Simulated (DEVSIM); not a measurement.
System: illuminated Ge n-on-p cell, one wavelength, at 250 K.

Layer 1 from the left is Ge, thickness (μm) 0.0500, Nd (cm⁻³) 6e17, τn (s) 0.00013, τp (s) 8.5e-6, absorption coefficient (cm⁻¹) 62000. Layer 2 from the left is Ge, thickness (μm) 51.0, Na (cm⁻³) 1.3e15, τn (s) 0.0005, τp (s) 0.0005, absorption coefficient (cm⁻¹) 62000.

Left contact: ohmic, minority hole recombination velocity 50 cm/s. Right contact: ohmic, minority electron recombination velocity 30000 cm/s. Voltage is applied to the left contact. Recombination: SRH at mid-gap, radiative, Auger. Light enters at the left, 5.2e17 photons cm⁻² s⁻¹, one pass, no reflection. Mobility is μmin + (μ − μmin)/(1 + (N/Nref)^α).

The device is made up for the run: typed textbook-type constants, with dimensions and the other settings drawn at random. Values at 300 K; Nc and Nv go as T^1.5, mobilities as T to minus their exponent, the gap by Varshni's rule with the affinity fixed.

Ge: gap (eV) 0.664, affinity (eV) 4, permittivity 16, Nc (cm⁻³) 1.04e19, Nv (cm⁻³) 6e18, μn (cm²/Vs) 3900, μp (cm²/Vs) 1900, μn,min 150, μp,min 100, Nref,n 2.6e17, Nref,p 4e17, αn 0.56, αp 0.6, T exponent of μn 1.66, T exponent of μp 2.33, B (cm³/s) 6.4e-14, Cn (cm⁶/s) 1e-31, Cp (cm⁶/s) 1e-31, Varshni α (eV/K) 0.000477, Varshni β (K) 235.

DEVSIM, 1D drift-diffusion, Boltzmann statistics, complete ionisation; no tunnelling, impact ionisation, image-force lowering or self-heating.

Dark forward current:

```csv
|V| (V),|J| (A/cm²)
0.05,8.824e-6
0.10,9.861e-5
0.15,0.001012
0.20,0.01029
0.25,0.1032
0.30,0.9428
0.35,6.525
0.40,33.13
0.45,136.6
0.50,500.0
0.55,1711
0.60,5548
```

Problem. Work out the local ideality factor n = ΔV / (kT/q · ln(J2/J1)) between the rows 0.10 and 0.15 V, 0.55 and 0.60 V.

Solution. kT/q = 21.54 mV. From 0.10 to 0.15 V: ln(0.001012/9.861e-5) = 2.329, n = 1.00, near the 1 of diffusion or emission over a barrier. From 0.55 to 0.60 V: ln(5548/1711) = 1.176, n = 1.97.

Problem. What current could the absorbed light give at most, and what share is collected?

Solution. Σ αd = 317, so qΦ(1 − exp(−Σ αd)) = 83.3 mA/cm². The simulated short-circuit current is 83.07 mA/cm², a share of 1.00.

Problem. Estimate the open-circuit voltage by superposition: the voltage at which the dark current equals that short-circuit current.

Solution. Interpolating ln J in the table gives 0.245 V. The simulation gives 0.245 V, the same within the digits that matter. Superposition holds where collection doesn't change with voltage.

Problem. Estimate the fill factor from FF0 = (v − ln(v + 0.72))/(v + 1), v = qVoc/(nkT), with n from the dark curve.

Solution. The rows about Voc, 0.20 and 0.25 V, give n = 1.01, so v = 11.3 and FF0 = 0.716. The simulation gives 0.722, the same within the digits that matter.
